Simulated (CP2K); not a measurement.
**Input and output of a self-consistent single point for KAu5 (P6/mmm, 6 atoms in the cell) (CP2K)**

Method of the run: LDA (Pade form), GPW, DZVP-MOLOPT-SR-GTH basis, GTH-PADE potentials (GTH_POTENTIALS) run with CP2K.

Input as run:

```
&GLOBAL
  PROJECT bulk
  RUN_TYPE ENERGY_FORCE
  PRINT_LEVEL LOW
&END GLOBAL
&FORCE_EVAL
  METHOD Quickstep
  STRESS_TENSOR ANALYTICAL
  &DFT
    BASIS_SET_FILE_NAME BASIS_MOLOPT
    POTENTIAL_FILE_NAME GTH_POTENTIALS
    &QS
      METHOD GPW
      EPS_DEFAULT 1E-11
    &END QS
    &MGRID
      CUTOFF 500
      REL_CUTOFF 50
      NGRIDS 5
    &END MGRID
    &SCF
      SCF_GUESS ATOMIC
      EPS_SCF 1E-7
      MAX_SCF 100
      ADDED_MOS 11
      &DIAGONALIZATION
        ALGORITHM STANDARD
      &END DIAGONALIZATION
      &MIXING
        METHOD BROYDEN_MIXING
        ALPHA 0.2
        NBUFFER 12
        BETA 1.5
      &END MIXING
      &SMEAR ON
        METHOD GAUSSIAN
        SIGMA [eV] 0.1
      &END SMEAR
    &END SCF
    &KPOINTS
      SCHEME MONKHORST-PACK 6 6 6
      GAMMA_CENTERED T
    &END KPOINTS
    &XC
      &XC_FUNCTIONAL PADE
      &END XC_FUNCTIONAL
    &END XC
    &PRINT
      &MO
        EIGENVALUES T
        OCCUPATION_NUMBERS T
        NDIGITS 8
        FILENAME mo
        &EACH
          QS_SCF 0
        &END EACH
        ADD_LAST NUMERIC
      &END MO
      &MULLIKEN OFF
      &END MULLIKEN
    &END PRINT
  &END DFT
  &SUBSYS
    &CELL
      ABC 5.63880600 5.63880579 4.44592200
      ALPHA_BETA_GAMMA 90.00000000 90.00000000 120.00000123
      PERIODIC XYZ
    &END CELL
    &COORD
      SCALED
      K        0.00000000     0.00000000     0.00000000
      Au       0.66666700     0.33333300     0.00000000
      Au       0.33333300     0.66666700     0.00000000
      Au       0.50000000     0.00000000     0.50000000
      Au       0.50000000     0.50000000     0.50000000
      Au       0.00000000     0.50000000     0.50000000
    &END COORD
    &KIND K
      BASIS_SET DZVP-MOLOPT-SR-GTH
      POTENTIAL GTH-PADE-q9
    &END KIND
    &KIND Au
      BASIS_SET DZVP-MOLOPT-SR-GTH
      POTENTIAL GTH-PADE-q11
    &END KIND
  &END SUBSYS
  &PRINT
    &FORCES ON
    &END FORCES
    &STRESS_TENSOR ON
    &END STRESS_TENSOR
  &END PRINT
&END FORCE_EVAL
```

Log, with long lists cut:

```
 GLOBAL| Method name                                                        CP2K
 GLOBAL| Project name                                                       bulk
 GLOBAL| Run type                                                   ENERGY_FORCE

 TOTAL NUMBERS AND MAXIMUM NUMBERS

  Total number of            - Atomic kinds:                                   2
                             - Atoms:                                          6
                             - Shell sets:                                     6
                             - Shells:                                        41
                             - Primitive Cartesian functions:                 31
                             - Cartesian basis functions:                    165
                             - Spherical basis functions:                    139

  Maximum angular momentum of- Orbital basis functions:                        3
                             - Local part of the GTH pseudopotential:          2
                             - Non-local part of the GTH pseudopotential:      4

 SCF PARAMETERS         Density guess:                                    ATOMIC
                        max_scf:                                             100
                        max_diis:                                              4
                        eps_scf:                                        1.00E-07
                        eps_diis:                                       1.00E-01
                        eps_eigval:                                     1.00E-05
                        level_shift [a.u.]:                             0.000000
                        added MOs                                        11    0
                        Mixing method:                            BROYDEN_MIXING
                                                charge density mixing in g-space
                        Smear method:                                   GAUSSIAN
                        Smearing width (sigma) [a.u.]:                  3.67E-03
                        Accuracy threshold:                             1.00E-10
                        No outer SCF

 Extrapolation method: initial_guess

 Number of electrons:                                                         64
 Number of occupied orbitals:                                                 32
 Number of molecular orbitals:                                                43

 Number of orbital functions:                                                139
 Number of independent orbital functions:                                    139

 SCF WAVEFUNCTION OPTIMIZATION

  Step     Update method      Time    Convergence         Total energy    Change
     1 NoMix/Diag. 0.20E+00      -     0.62826246      -194.9232033734 -1.95E+02
     2 Broy./Diag. 0.20E+00      -     0.05817363      -201.6472222698 -6.72E+00
     3 Broy./Diag. 0.20E+00      -     0.19072087      -198.1721992920  3.48E+00
     4 Broy./Diag. 0.20E+00      -     0.01013993      -195.0190097275  3.15E+00
     5 Broy./Diag. 0.20E+00      -     0.01078060      -194.7746654371  2.44E-01
     6 Broy./Diag. 0.20E+00      -     0.00604510      -194.7661214238  8.54E-03
     7 Broy./Diag. 0.20E+00      -     0.00347658      -194.8527529026 -8.66E-02
   [... 10 lines left out ...]
    18 Broy./Diag. 0.20E+00      -     0.00000042      -194.7673901679  7.53E-06
    19 Broy./Diag. 0.20E+00      -     0.00000102      -194.7674049152 -1.47E-05
    20 Broy./Diag. 0.20E+00      -     0.00000015      -194.7674085327 -3.62E-06
    21 Broy./Diag. 0.20E+00      -     0.00000034      -194.7674095302 -9.97E-07
    22 Broy./Diag. 0.20E+00      -     0.00000001      -194.7674096459 -1.16E-07

  *** SCF run converged in    22 steps ***

  Electronic density on regular grids:        -63.9999999998        0.0000000002
  Core density on regular grids:               63.9999999990       -0.0000000010
  Total charge density on r-space grids:       -0.0000000008
  Total charge density g-space grids:          -0.0000000008

  Overlap energy of the core charge distribution:               0.00000014529174
  Self energy of the core charge distribution:               -346.39088859386510
  Core Hamiltonian energy:                                    104.48410231154224
  Hartree energy:                                              77.37721462861944
  Exchange-correlation energy:                                -30.23758149091829
  Smearing free energy correction:                             -0.00025664658200
  Fermi energy:                                                 0.28558349118403

  Total energy:                                              -194.76740964589209
  Total energy (extrapolated to sigma->0):                   -194.76728132260109

 ENERGY| Total FORCE_EVAL ( QS ) energy [hartree]           -194.767409455626819

 FORCES| Atomic forces [hartree/bohr]
 FORCES|   Atom     x               y               z               |f|
 FORCES|      1 -6.35709737E-10  9.97828743E-10 -1.22074668E-14   1.18312682E-09
 FORCES|      2 -2.70325026E-07  1.85886127E-07 -9.79601257E-16   3.28069005E-07
 FORCES|      3  2.70884214E-07 -1.99556353E-07  9.58408485E-16   3.36453557E-07
 FORCES|      4 -9.05256253E-11  3.23040163E-08 -1.57733097E-15   3.23041432E-08
 FORCES|      5  3.87105592E-08 -9.72683825E-09 -4.51454792E-16   3.99138920E-08
 FORCES|      6 -3.85435992E-08 -9.90475384E-09  5.33140867E-16   3.97958941E-08
 FORCES| Sum    -8.73847093E-14  2.64779116E-14 -1.37243045E-14
 FORCES| Total atomic force                                       9.23337628E-14

 STRESS| Analytical stress tensor [bar]
 STRESS|                        x                   y                   z
 STRESS|      x        2.59098564596E+04   4.80132470758E-02  -6.21817165652E-10
 STRESS|      y        4.80132470758E-02   2.59097595505E+04  -1.40258013096E-10
 STRESS|      z       -6.21817165652E-10  -1.40258013096E-10   6.21767604406E+04
 STRESS| 1/3 Trace                                             3.79987921503E+04
```

The run converged in 22 iterations.

The starting cell comes from a database of computed structures (which also holds hypothetical and non-ambient phases and stackings), without a prior relaxation at this level. Its lattice was rescaled by a random factor within 2.5 % of one. Values carry the incompleteness of an atom-centred basis. With a pressure of about 4 GPa the cell is away from its equilibrium volume at this level.

Cost on one core of a shared machine: roughly 2 min.
